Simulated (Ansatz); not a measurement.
Consider TaN in the rock salt structure (space group Fm-3m, No. 225; a = 4.3756 Å).

It is then changed as follows: every Ta is replaced by Be, then cell and atoms are relaxed.

Levels (all Ansatz, an electronic-structure program, PAW): PBEsol (420 eV, without spin-orbit coupling); r2SCAN (500 eV, no spin-orbit coupling).

The geometry is relaxed with PBEsol.

```
Property          Result
---------------  -------
PBEsol pressure  0.0 GPa
```

### Question
Predict the pressure from r2SCAN.

### Answer
The pressure goes from zero to 2.1 GPa.

Single points use the geometry relaxed with PBEsol. Their cutoffs differ, which shifts pressures a little. Whether these cells are dynamically stable was not tested. As relaxed here, BeN is a hypothetical phase, not in the database extracts checked. All final runs are without spin polarisation. An odd electron count without spin: BeN. This is not the structure that TaN has at room temperature and ambient pressure.
